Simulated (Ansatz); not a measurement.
MgO (model structure, started from the BeO type, P4₂/mnm, No. 136, 8 atoms in the cell), treated with r²SCAN (PAW; Ansatz, a program for electronic structure).

Settings: plane-wave cutoff 560 eV, 6×6×10 k mesh (along the axes of the cell as run), Fermi–Dirac smearing 0.01 eV, scalar-relativistic PAW data made under PBE.

Cell (relaxed with PBEsol):

Space group P4₂/mnm (No. 136); a = b = 5.5098 Å, c = 3.2764 Å, α = β = γ = 90.00°

| atom | site | symmetry | x | y | z |
|---|---|---|---|---|---|
| Mg | 4g | m.2m | 0.1795 | 0.1795 | 0.5000 |
| O | 4f | m.2m | 0.3166 | 0.3166 | 0.0000 |

**Question.** Estimate the band gap and smallest direct gap on the k points sampled that the calculation returns.

**Answer.** 
- band gap: 4.12 eV
- smallest direct gap on the k points sampled: 4.13 eV

Note: the relaxation could raise the start's symmetry but not lower it, so the cell can be a saddle point; cell and atoms aren't relaxed at this level (pressure -0.9 GPa).

Static lattice: no zero-point or thermal effects.

A model structure was made by putting elements into a prototype or built by hand; it is no filed structure, need not be a known phase, and can be a saddle point held by its symmetry.
